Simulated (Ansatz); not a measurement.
## ZnCu: Zn → Re

Take ZnCu in the CsCl type structure (space group Pm-3m, No. 221; a = 2.908 Å) as the base.

It is then changed as follows: every Zn is replaced by Re; the structure is relaxed again.

Method: PBEsol/PAW in Ansatz (an electronic-structure program), without spin-orbit coupling. Settings: 16×16×16 k-points, 0.05 eV Fermi–Dirac smearing.

```json
[
 {"quantity": "volume per atom", "base": "12.30 Å³", "changed": "12.79 Å³", "shift": "+0.49 Å³"},
 {"quantity": "lattice parameter a", "base": "290.8 pm", "changed": "294.7 pm", "shift": "+3.82 pm"},
 {"quantity": "space group", "base": "Pm-3m (No. 221)", "changed": "Pm-3m (No. 221)", "shift": "–"},
 {"quantity": "shortest interatomic distance", "base": "251.9 pm", "changed": "255.2 pm", "shift": "+3.3 pm"},
 {"quantity": "band gap", "base": "zero", "changed": "zero", "shift": "–"}
]
```

Final structure:

```
CELL_PARAMETERS angstrom
      2.94653     0.00000     0.00000
      0.00000     2.94653     0.00000
      0.00000     0.00000     2.94653
ATOMIC_POSITIONS crystal
  Re 0.50000 0.50000 0.50000
  Cu 0.00000 0.00000 0.00000
```

Whether these cells are dynamically stable was not tested. As relaxed here, CuRe is a hypothetical phase, not in the database extracts checked. The final runs are not spin-polarised. CuRe has a high density of states at the Fermi level and may be magnetic at this level.
